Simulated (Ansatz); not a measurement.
BP under a change: pressure 50 GPa

Take BP in the zinc blende structure (space group F-43m, No. 216; a = 4.548 Å) as the base.

One thing is altered: a hydrostatic pressure of 50 GPa.

Level of theory: Ansatz (a quantum-chemistry and plane-wave program), PBE, PAW, cutoff 420 eV, without spin-orbit coupling, earlier PAW set. Settings: 12×12×12 k-points, 0.05 eV Fermi–Dirac smearing.

Volume per atom: 9.54 Å³ (base 11.76 Å³)
Density: 3.64 g/cm³ (base 2.95 g/cm³)
Lattice parameter a: 4.242 Å (base 4.548 Å)
Shortest interatomic distance: 1.837 Å (base 1.969 Å)
Enthalpy H = E + PV relative to the base's energy: +3.27 eV/atom
Band gap: 0.90 eV (base 1.25 eV)
Gap character: indirect, Γ → X (base indirect, Γ → Γ–X (83 % along))
Smallest direct gap: 3.81 eV (base 3.39 eV)
Width of the top valence band: 6.71 eV (base 5.43 eV)
Hole mass (degenerate bands, along [100]): 0.24, 0.24, 0.45 mₑ (at Γ) (base 0.26, 0.26, 0.33 mₑ (at Γ))

Cost of the whole job for the changed cell (relaxation, final SCF and bands): roughly 14 core-seconds.

Load acts through the strain it causes; cell and atoms are relaxed under it. Masses are band curvatures over ±0.01 Å⁻¹ around the edge. Stability against distortions was not tested. No other phases were tried under pressure.
